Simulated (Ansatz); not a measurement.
The starting structures come from a database of crystals and need not be the phases stable at ambient conditions.

The decay constant κ of evanescent states in the gap governs leakage through a thin film.

Input:

```
Ba2PtH6
1.0
    6.02245     0.00000     0.00000
    0.00000     7.89357     0.00000
    0.00000     2.29820     5.56779
Ba H Pt
4 12 2
Direct
  0.00000   0.71708   0.64146
  0.00000   0.28292   0.35854
  0.50000   0.28292   0.85854
  0.50000   0.71708   0.14146
  0.75000   0.50000   0.50055
  0.25000   0.50000   0.49945
  0.25000   0.50000   0.99945
  0.75000   0.50000   0.00055
  0.00000   0.22692   0.88654
  0.00000   0.77308   0.11346
  0.50000   0.77308   0.61346
  0.50000   0.22692   0.38654
  0.80563   0.00000   0.80349
  0.19437   0.00000   0.19651
  0.30563   0.00000   0.69651
  0.69437   0.00000   0.30349
  0.00000   0.00000   0.00000
  0.50000   0.00000   0.50000
```

Space group of this cell: Cmce. The cell is taken as given; by PBEsol its mean pressure is -2.1 GPa.

Transport runs along the normal of the first two printed cell vectors.

No gap correction and no spin-orbit coupling; mid-gap values are interpolated between computed energies.

Predict the band gap and the smallest decay constant κ at mid-gap from PBEsol (Ansatz, a program for electronic structure).

Gap 1.78 eV on a 6×6×6 mesh; κ = 0.182 1/Å, at (0.000, 0.250) of the in-plane reciprocal vectors. At the zone centre, at the nearest computed energy, the slowest state has κ = 0.19 1/Å.
